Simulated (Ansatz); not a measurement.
Reference: CuCl (F-43m), PBEsol, rigid bands (plane waves, PAW, scalar-relativistic; Ansatz, a program for electronic structure); axes and stresses refer to this cell.

```
CELL_PARAMETERS angstrom
      0.00000     2.64498     2.64498
      2.64498     0.00000     2.64498
      2.64498     2.64498     0.00000
ATOMIC_POSITIONS crystal
  Cu 0.00000 0.00000 0.00000
  Cl 0.25000 0.25000 0.25000
```

The Seebeck coefficient, p-type 1e19 cm⁻³ is 474 μV/K, the electron conductivity mass is 0.23 mₑ and the band gap is 0.56 eV.

Change: functional PBE, cell relaxed with it. What happens to Seebeck coefficient, p-type 1e19 cm⁻³, electron conductivity mass, band gap?

Seebeck coefficient, p-type 1e19 cm⁻³ grows to 493 μV/K; electron conductivity mass increases to 0.25 mₑ; band gap drops to 0.53 eV.

Change: hydrostatic pressure -2 GPa. What happens to Seebeck coefficient, p-type 1e19 cm⁻³, electron conductivity mass, band gap?

Seebeck coefficient, p-type 1e19 cm⁻³ moves little, to 481 μV/K; electron conductivity mass moves little, to 0.23 mₑ; band gap drops to 0.49 eV.

Change: hydrostatic pressure 15 GPa. What happens to Seebeck coefficient, p-type 1e19 cm⁻³, electron conductivity mass, band gap?

Seebeck coefficient, p-type 1e19 cm⁻³ drops to 444 μV/K; electron conductivity mass increases to 0.25 mₑ; band gap goes up to 0.94 eV.

Change: hydrostatic pressure 5 GPa. What happens to Seebeck coefficient, p-type 1e19 cm⁻³, electron conductivity mass, band gap?

Seebeck coefficient, p-type 1e19 cm⁻³ moves little, to 461 μV/K; electron conductivity mass increases to 0.24 mₑ; band gap increases to 0.70 eV.

Masses are for dilute carriers at 300 K, harmonic means over directions unless an axis is named. Seebeck coefficients are for the stated density at 300 K, with one relaxation time for all states and whether or not that doping can be reached. Spin-orbit coupling is left out unless a row names it; without it hole values are far off for these elements. Stresses and pressures are the targets of the relaxation.  The structure type is held under load, also where the real crystal would transform.
